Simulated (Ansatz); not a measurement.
Cost and result by functional for the surface energy of the (301) surface of tetragonal indium in its 1x1 cell, outermost plane spacing 1.08 Å in the ideal cut, in Ansatz (plane waves, PAW). Single points on the PBE structure, on one kind of machine; costs are rough ratios of the slab run's core time (references not counted) to the cheapest single point. r2SCAN's cost holds its higher cutoff (500 against 420 eV). Differences are taken against r2SCAN for comparison alone: no measured value is at hand, so the table doesn't rank accuracy.

Model: 10-atom slab, 9.7 Å thick at the start (thin: gaps and levels are the slab's own), 12x5x1 mesh, Fermi-Dirac 0.1 eV, dipole correction, all atoms relaxed; held to the part of the start's symmetry that mesh and held atoms allow; no spin, no spin-orbit, no U. These notes are the PBE run's.

```
functional                     relative cost  surface energy (J/m²)  less r2SCAN (J/m²)
-----------------------------  -------------  ---------------------  ------------------
RPBE                                       1                   0.26               -0.14
PBEsol                                     1                   0.48                0.09
LDA                                        1                   0.53                0.14
r2SCAN                                     2                   0.39                0.00
PBE (the relaxed run's value)              –                   0.36               -0.04
```

The values span 0.27 J/m², while the single points' costs differ by a factor of roughly 2. Differences are of unrounded values.

Ansatz is a first-principles code.
